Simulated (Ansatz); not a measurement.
This Ansatz (a program for electronic structure) input is the reference run, CuI (space group P-3m1, No. 164; a cell from a computed database, its experimental status unchecked; layered, stacked along the Cartesian z axis), computed with Kohn–Sham DFT with the r2SCAN+rVV10 functional, run in Ansatz with PAW and 500 eV plane waves, no SOC, earlier PAW set:

Ansatz 0.2 input:
```yaml
crystal:
  lattice:
    - [4.0946894628, 0, 0]
    - [-2.0473447314, 3.5461050954, 0]
    - [0, 0, 7.2095940635]
  atoms:
    - { symbol: Cu, position: [0.6666666667, 0.3333333333, 0.5926281565] }
    - { symbol: Cu, position: [0.3333333333, 0.6666666667, 0.4073718435] }
    - { symbol: I, position: [0.3333333333, 0.6666666667, 0.7644262827] }
    - { symbol: I, position: [0.6666666667, 0.3333333333, 0.2355737173] }
basis: { ecutwfc: 500, ecutrho_ratio: 4, xc_grid: 4, fft_grid_basis: typed }
kpoints: { mp_grid: { grid: [9, 9, 5] } }
hamiltonian:
  xc: r2scan
  dispersion: rvv10
  pseudopotentials: { azcp: { folder: ./paw }, kind: paw }
scf: { occupations: { method: fermi_dirac, width: 0.05 }, convergence: { dr2_threshold: 0.0000000004 } }
output: { forces: true, stress: true }
```

Task: Write the input for this change: biaxial strain +4.06 %, plane normal [001], relaxed out of plane (Cartesian); in-plane vectors clamped, the third vector and the atoms free.

Result: 
Ansatz 0.2 input:
```yaml
crystal:
  lattice:
    - [4.260933855, 0, 0]
    - [2.1304669275, 3.6900769623, 0]
    - [0, 0, 7.063239304]
  atoms:
    - { symbol: Cu, position: [0.6666666667, 0.6666666667, 0.5926281565] }
    - { symbol: Cu, position: [0.3333333333, 0.3333333333, 0.4073718435] }
    - { symbol: I, position: [0.3333333333, 0.3333333333, 0.7644262827] }
    - { symbol: I, position: [0.6666666667, 0.6666666667, 0.2355737173] }
basis: { ecutwfc: 500, ecutrho_ratio: 4, xc_grid: 4, fft_grid_basis: typed }
kpoints: { mp_grid: { grid: [9, 9, 5] } }
hamiltonian:
  xc: r2scan
  dispersion: rvv10
  pseudopotentials: { azcp: { folder: ./paw }, kind: paw }
scf: { occupations: { method: fermi_dirac, width: 0.05 } }
relax: { f_tol: 0.005, max_steps: 50, cell: { stress_tol: 0.01, fix: [a, b, gamma] } }
output: { forces: true, stress: true }
checkpoint: { write: state.ck, write_every: 1000 }
```
This is the input that was run; other choices of cell and start would serve too.

Whether these cells are dynamically stable was not tested. The final runs are not spin-polarised. This is not the structure that CuI has at room temperature and ambient pressure.
